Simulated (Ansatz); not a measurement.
Start from CdSe in the wurtzite structure (space group P6_3mc, No. 186; a = 4.2475 Å, c = 6.9410 Å).

All numbers come from plane-wave PAW DFT at the LDA level (Ansatz, a first-principles code, 420 eV), without spin-orbit coupling.

Strains are applied to the cell and any free atomic positions relax.

One change was made to it. Results:

The band gap goes up by 0.153 eV, from 0.46 eV to 0.62 eV; the electron mass becomes 0.058 mₑ (at Γ) (base: 0.047 mₑ (at Γ)); the valence-band top at Γ (three highest levels, from the VBM) goes from 0.00, 0.00, -0.07 eV to 0.00, 0.00, -0.08 eV.

Question: Name the change that was made.
(A) isotropic strain −2.40 %
(B) isotropic strain −1.20 %
(C) isotropic strain −0.60 %

Answer: A, isotropic strain −2.40 %. For comparison, the band gap in the other runs: isotropic strain −1.20 % gives 0.54 eV; isotropic strain −0.60 % gives 0.50 eV.

Masses are band curvatures over ±0.01 Å⁻¹ around the edge. Stability against distortions was not tested.
